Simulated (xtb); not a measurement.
xtb 6.7.1, GFN1-xTB: Ga(Me)2(NH2) ([CH3][Ga]([CH3])[NH2]), 12 atoms. The geometry is a generated start, not checked to be a minimum at this level.

```json
{
  "method": "GFN1-xTB",
  "--acc": "1 (default)",
  "--etemp (K)": "300 (default)",
  "detailed input (--input)": "none: ANC optimiser, Lindh (1995) Hessian, microcycle=20, maxdispl=1.0, hlow=0.01 (default)",
  "basis_functions": "38",
  "valence_electrons": "24"
}
```

```xyz
12

Ga     0.0965    -0.0305     0.0778
C     -1.4036    -1.3956    -0.0752
H     -1.0297    -2.3384    -0.4820
H     -2.2028    -1.0363    -0.7270
H     -1.8288    -1.6039     0.9091
C      0.2433     1.7632    -0.8691
H      0.8890     1.6843    -1.7469
H      0.6722     2.5164    -0.2041
H     -0.7362     2.1127    -1.2050
N      1.4478    -0.4472     1.2355
H      2.2789     0.1123     1.3832
H      1.5735    -1.3373     1.7037
```

The structure is relaxed from this start with --opt LEVEL for the levels crude, sloppy, loose, lax, normal, tight, vtight, extreme, once each. Up to the end of the extreme run atoms move by at most 0.88 Å along an axis.

Problem. Which level is enough to come within 5 meV of the tightest end point?

Solution. tight: 68 cycles against 171, ending 0.48 meV above.

| level | cycles | energy above the extreme run (meV) | gradient norm (eV/Å) |
|---|---|---|---|
| crude | 3 | 14 | 0.14 |
| sloppy | 4 | 13 | 0.084 |
| loose | 4 | 13 | 0.084 |
| lax | 8 | 11 | 0.063 |
| normal | 10 | 10 | 0.032 |
| tight | 68 | 0.48 | 0.0068 |
| vtight | 133 | 0.073 | 0.0013 |
| extreme | 171 | — | 0.00092 |
